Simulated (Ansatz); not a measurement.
The starting structures come from a database of crystals and need not be the phases stable at ambient conditions.

 Where the default PAW files enter, the runs use the earlier of Ansatz's two default sets.

**Evanescent states of SnS2 (Fd-3m, not sure to be the ambient phase, 12 atoms a cell, 23.6 Å³ an atom) along the normal of (110)**

The numbers are results of PBEsol (plane waves, PAW; Ansatz, a quantum-chemistry and plane-wave program), not measurements.

The gap is the functional's own, uncorrected, and κ follows it; spin-orbit coupling is left out. Mid-gap values are interpolated between the computed energies.

Energies count from the valence-band top; κ is the least over a 4×4 mesh across the current.

| E (eV) | κ (1/Å) | where |
|---|---|---|
| 0.04 | 0.060 | off Γ |
| 0.10 | 0.099 | off Γ |
| 0.17 | 0.122 | off Γ |
| 0.24 | 0.138 | Γ |
| 0.32 | 0.141 | Γ |
| 0.39 | 0.144 | Γ |
| 0.46 | 0.145 | Γ |
| 0.53 | 0.146 | Γ |
| 0.59 | 0.146 | Γ |
| 0.67 | 0.146 | Γ |
| 0.73 | 0.144 | Γ |
| 0.81 | 0.142 | Γ |
| 0.88 | 0.136 | Γ |
| 0.94 | 0.124 | Γ |
| 1.01 | 0.103 | Γ |
| 1.08 | 0.071 | Γ |

Question: How thick must the barrier be to attenuate the transmission by 10^8 when the electrodes' Fermi level lies at 0.39 eV, and what attenuation does that film give at 1.08 eV?

Answer: d = 8 ln 10 / (2 × 0.144) = 64.0 Å. At 1.08 eV it gives 8 × 0.071/0.144 = 3.9 decades.
